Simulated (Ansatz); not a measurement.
**Ge (model structure, started from the C6 type, Im-3m, No. 229, 6 atoms in the cell)**

Method: r²SCAN+rVV10 in Ansatz (plane waves, PAW).

Settings: plane-wave cutoff 560 eV, 12×12×12 k mesh, Fermi–Dirac smearing 0.05 eV, scalar-relativistic PAW data made under PBE.

Cell (relaxed at this level):

```xyz
6
Lattice="-3.4902 3.4902 3.4902 3.4902 -3.4902 3.4902 3.4902 3.4902 -3.4902" Properties=species:S:1:pos:R:3 pbc="T T T"
Ge     1.7451     0.0000     3.4902
Ge     3.4902     1.7451     0.0000
Ge     0.0000     1.7451     3.4902
Ge     1.7451     3.4902     0.0000
Ge     3.4902     0.0000     1.7451
Ge     0.0000     3.4902     1.7451
```

```yaml
band_gap: 0.09 eV (under three smearing widths, so not firm)
"Γ–Γ gap": 4.33 eV
```

Note: the relaxation could raise the start's symmetry but not lower it, so the cell can be a saddle point.

Spin–orbit coupling is not included; it can close the smallest gap of 0.09 eV.

Computed values are for the static lattice.

The result took about 4 core-minutes (a rough figure).

A model structure was made by putting elements into a prototype or built by hand; it is no filed structure, need not be a known phase, and can be a saddle point held by its symmetry.

Ansatz is a first-principles code.
